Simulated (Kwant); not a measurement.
Model system: quantum point contact (saddle potential) in a Ge (holes) two-dimensional gas. Effective mass 0.06 mₑ, grid spacing 10 nm, hard walls, nominal width 200 nm (19 grid rows, so walls 200 nm apart), one parabolic valley, scattering region 600 nm long along x; energies count from the band bottom; Fermi energy swept from 7.834e-05 to 0.001911 eV. Potential (V0 + ½k y²) cos²(πx/L) for |x| < L/2, with V0 = 0.00073 eV, k = 1.6e-06 eV/nm², L = 190 nm.

The device is made up for the run: typed textbook-type constants, with dimensions and the other settings drawn at random.

Computed with Kwant: effective-mass tight-binding model on a square grid, one spin, coherent transport at 0 K. Conductance is in e²/h.

Sweep values stay those of the base run.

Base results: G (e²/h) at E = 1.433 meV 0.52; mean G (e²/h) over the sweep 0.27; G (e²/h) at E = 1.911 meV 0.98; G (e²/h) at E = 0.9814 meV 0.033.

Task: What follows from this one change: curvature of the confinement 1.6e-06 → 8e-07 eV/nm²?

Result: G at E = 1.433 meV 0.52 → 0.84 e²/h; mean G over the sweep 0.27 → 0.39 e²/h; G at E = 1.911 meV 0.98 → 1.10 e²/h; G at E = 0.9814 meV 0.033 → 0.13 e²/h.

Task: What follows from this one change: effective mass 0.06 → 0.036 mₑ?

Result: G at E = 1.433 meV 0.52 → 0.25 e²/h; mean G over the sweep 0.27 → 0.17 e²/h; G at E = 1.911 meV 0.98 → 0.82 e²/h; G at E = 0.9814 meV little changed (0.031 e²/h).
